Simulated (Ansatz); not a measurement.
The starting structures come from a database of crystals and need not be the phases stable at ambient conditions.

Evanescent states of CaClF (P4/nmm, not sure to be the ambient phase, 6 atoms a cell, 17.1 Å³ an atom) along the normal of (100)

Method: r2SCAN (plane waves, PAW; Ansatz, a first-principles code).

The gap is the functional's own. No spin-orbit coupling. Mid-gap values are interpolated on the energy grid.

Energies count from the valence-band top; κ is the least over a 8×6 mesh across the current.

| E (eV) | κ (1/Å) | where |
|---|---|---|
| 0.14 | 0.163 | Γ |
| 0.43 | 0.253 | Γ |
| 0.72 | 0.306 | Γ |
| 1.01 | 0.343 | Γ |
| 1.30 | 0.371 | Γ |
| 1.59 | 0.392 | Γ |
| 1.89 | 0.408 | Γ |
| 2.17 | 0.419 | Γ |
| 2.46 | 0.428 | Γ |
| 2.75 | 0.433 | Γ |
| 3.04 | 0.436 | Γ |
| 3.33 | 0.437 | Γ |
| 3.62 | 0.435 | Γ |
| 3.92 | 0.431 | Γ |
| 4.21 | 0.424 | Γ |
| 4.50 | 0.416 | Γ |
| 4.79 | 0.404 | Γ |
| 5.08 | 0.371 | Γ |
| 5.37 | 0.331 | Γ |
| 5.66 | 0.280 | Γ |
| 5.95 | 0.209 | Γ |
| 6.24 | 0.073 | Γ |

**Question.** How thick must the barrier be to attenuate the transmission by 10^8 when the electrodes' Fermi level lies at 4.79 eV, and what attenuation does that film give at 0.14 eV?

**Answer.** d = 8 ln 10 / (2 × 0.404) = 22.8 Å. At 0.14 eV it gives 8 × 0.163/0.404 = 3.2 decades.
